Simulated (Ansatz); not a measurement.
CsGeI₃ (within 0.1 Å of R3m, No. 160, 5 atoms in the cell; start mp-28377)

The numbers are results of HSE06+SOC (Ansatz, a quantum-chemistry and plane-wave program, plane waves, PAW), not measurements.

Settings: plane-wave cutoff 460 eV, 4×4×4 k mesh, Fermi–Dirac smearing 0.01 eV, PAW data made under PBE.

Cell (relaxed with PBEsol):

Space group R3m, hexagonal axes (No. 160); a = 8.259 Å, b = 8.259 Å, c = 10.342 Å, α = 90.00°, β = 90.00°, γ = 120.00°

```csv
atom,site,symmetry,x,y,z
Cs,3a,3m,0.0000,0.0000,0.9091
Ge,3a,3m,0.0000,0.0000,0.3819
I,9b,.m,0.1674,0.3348,0.2441
```
(The calculation used a cell of 5 atoms; values per cell refer to that cell.)

- band gap: 0.77 eV
- smallest direct gap on the k points sampled: 0.79 eV
- Γ–Γ gap: 5.21 eV

Note: cell and atoms aren't relaxed at this level (largest force component 0.17 eV/Å, pressure 1.3 GPa).

Computed values are for the static lattice.

Computing time: around 2.1 core-hours (rough).

A start named mp-… is a Materials Project structure, which need not be a measured phase.
